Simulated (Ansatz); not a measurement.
Functionals compared on CH3 on the 1x1 (0001) surface of hcp Ti, one in a 2x2 cell, started at the site 'hollow Ti-Ti-Ti', in Ansatz (plane waves, PAW). The structure was relaxed with PBE; the other rows are single points on it, each with its references at the same level. Cutoff 420 eV (500 eV for r2SCAN).

Set-up: 20 atoms, 6.8 Å thick at the start under the adsorbate (thin: gaps and levels are the slab's own); mesh 6x6x1; 0.1 eV smearing; dipole correction on; 8 atoms held, the rest relaxed; start symmetry kept, larger cells not searched; no spin, no spin-orbit, no U, no dispersion correction. At the end it is bonded to 3 Ti. In PBE it is, or lies within 0.03 eV of, the lowest of the starts that converged. These notes are the PBE run's. Adsorption energies are against CH4(g) − ½ H2(g). A negative adsorption energy means that the adsorbate is more stable on the surface than in its reference.

```json
[
 {"functional": "PBE", "adsorption energy (eV)": "-0.28", "work function of the top face (eV)": "3.63", "change of the work function (eV)": "-0.76", "rough cost of the single point": "–"},
 {"functional": "RPBE", "adsorption energy (eV)": "-0.05", "work function of the top face (eV)": "3.53", "change of the work function (eV)": "-0.76", "rough cost of the single point": "about 50 core-seconds (a rough figure)"},
 {"functional": "r2SCAN", "adsorption energy (eV)": "___", "work function of the top face (eV)": "___", "change of the work function (eV)": "___", "rough cost of the single point": "about 2.7 core-minutes (a rough figure)"}
]
```

Task: Fill in the missing entries.

Result: 
- r2SCAN, adsorption energy (eV): -0.56
- r2SCAN, work function of the top face (eV): 3.63
- r2SCAN, change of the work function (eV): -0.89

Ansatz is a first-principles code.
